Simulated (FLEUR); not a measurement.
Band structure of AlRu (Pm-3m, 2 atoms in the cell).

```xyz
2
Lattice="2.9825 0.0000 0.0000 0.0000 2.9825 0.0000 0.0000 0.0000 2.9825" Properties=species:S:1:pos:R:3 pbc="T T T"
Al     0.0000     0.0000     0.0000
Ru     1.4912     1.4912     1.4912
```

Level of theory: PBE, all-electron FLAPW (FLEUR), scalar-relativistic valence run with FLEUR.

Settings: Kmax = 4.5 1/bohr; GmaxXC = 18 1/bohr; xcFunctional = pbe; jspins = 1; l_soc = F; mode = hist; fermiSmearingEnergy = 0.00183747 Htr; mesh (inpgen div1-3) = 11 11 11; inpgen gamma flag = false; Gmax = 18 1/bohr; numbands = 0; maxIterBroyd = 99; imix = Anderson; alpha = 0.05.

The starting cell comes from a database of computed structures (which also holds hypothetical and non-ambient phases and stackings), without a prior relaxation at this level. Spin polarisation is off. Values depend on the basis (sphere radii, cutoffs, local orbitals), which need not be converged.

Levels in eV from the Fermi level, bands 5 to 12:
| point | 5 | 6 | 7 | 8 | 9 | 10 | 11 | 12 |
|---|---|---|---|---|---|---|---|---|
| Γ | -3.62 | -3.62 | 0.18 | 0.18 | 0.18 | 6.12 | 6.12 | 6.12 |
| X | -5.50 | -2.81 | -1.63 | -1.63 | 0.43 | 2.33 | 7.44 | 11.07 |
| M | -3.10 | -1.37 | -1.37 | -1.19 | -1.19 | 1.56 | 5.41 | 6.39 |
| R | -4.68 | -4.68 | 1.65 | 1.65 | 2.64 | 4.17 | 4.17 | 4.17 |
